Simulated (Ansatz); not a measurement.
W on the 1x1 (100) surface of monoclinic ZrO2 (cut with top plane 2 O), one in a 1x1 cell, energies for each (28.2 Å²). Energies are against an atom of bcc W, without zero-point or thermal terms; each row is named by its start.

Host crystal: monoclinic ZrO2, with a band gap (PBE, scalar-relativistic without spin-orbit coupling).

Method: PBE (plane waves to 420 eV, PAW; Ansatz, a first-principles code).

Slab: 25 atoms, 9.4 Å thick at the start under the adsorbate (thin: gaps and levels are the slab's own); k 4x4x1, smearing 0.01 eV, dipole-corrected; 12 atoms held, the rest relaxed; each run with such symmetry as its start has; spin-polarised, no spin-orbit, no U, no dispersion correction.

A negative adsorption energy means that the adsorbate is more stable on the surface than in its reference. Starts that drift may end in the same place. Heights count from the host atoms within 0.3 Å of the top one. Moments of ungapped slabs depend on the mesh.

```json
[
 {"starting site": "top O", "E_ads (eV)": "5.75", "height (Å)": "0.72", "nearest host atom (Å)": "O 1.97", "bonded to": "2 O + 4 Zr", "change of the vacuum step (eV)": "-0.25", "lateral drift (Å)": "1.8", "moment (μB)": "4.0"},
 {"starting site": "over Zr at depth 1.1 Å (the adsorbate broke or entered a bond of the host)", "E_ads (eV)": "4.08", "height (Å)": "0.22", "nearest host atom (Å)": "O 1.83", "bonded to": "2 O + 3 Zr", "change of the vacuum step (eV)": "-0.50", "lateral drift (Å)": "1.6", "moment (μB)": "0.0"},
 {"starting site": "hollow O-O-O", "E_ads (eV)": "5.75", "height (Å)": "0.71", "nearest host atom (Å)": "O 1.97", "bonded to": "2 O + 4 Zr", "change of the vacuum step (eV)": "-0.27", "lateral drift (Å)": "1.0", "moment (μB)": "4.0"},
 {"starting site": "hollow O-O-O over O at depth 6.9 Å", "E_ads (eV)": "5.75", "height (Å)": "0.71", "nearest host atom (Å)": "O 1.97", "bonded to": "2 O + 4 Zr", "change of the vacuum step (eV)": "-0.25", "lateral drift (Å)": "1.3", "moment (μB)": "4.0"},
 {"starting site": "bridge O-O (span 5.2 Å)", "E_ads (eV)": "5.75", "height (Å)": "0.72", "nearest host atom (Å)": "O 1.97", "bonded to": "2 O + 4 Zr", "change of the vacuum step (eV)": "-0.26", "lateral drift (Å)": "1.7", "moment (μB)": "4.0"},
 {"starting site": "bridge O-O (span 5.4 Å)", "E_ads (eV)": "5.75", "height (Å)": "0.71", "nearest host atom (Å)": "O 1.97", "bonded to": "2 O + 4 Zr", "change of the vacuum step (eV)": "-0.25", "lateral drift (Å)": "1.0", "moment (μB)": "4.0"}
]
```
